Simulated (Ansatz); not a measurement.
**NH2 on the 1x1 (110) surface of bcc Mo, one in a 2x2 cell, started at the site 'hollow Mo-Mo-Mo'**

All values below come from r2SCAN, at the PBE geometry (plane waves to 500 eV, PAW; Ansatz, a program for electronic structure).

Slab: 19 atoms, 6.5 Å thick at the start under the adsorbate (thin: gaps and levels are the slab's own); k 6x6x1, smearing 0.1 eV, dipole-corrected; single point; no symmetry held, on the structure that PBE left; no spin, no spin-orbit, no U, no dispersion correction. At the end it is bonded to 2 Mo. In PBE it is, or lies within 0.03 eV of, the lowest of the starts that converged; the order may differ at this level.

The adsorption energy against NH3(g) − ½ H2(g) at the same level is -110 kJ/mol and the work function of the top face comes out as 3.40 eV. The change of the work function is -1.23 eV. The change of the step from the bottom to the top vacuum level, against the clean slab is -1.20 eV and the height of the binding atom over the mean of the host atoms within 0.3 Å of the top one is 1.764 Å. The nearest host atoms of the binding atom is Mo at 2.18 Å, Mo at 2.18 Å, Mo at 3.24 Å and the note is in the relaxation the adsorbate left its starting site by 1.0 Å. The cost is roughly 9 core-minutes.

A negative adsorption energy means that the adsorbate is more stable on the surface than in its reference.
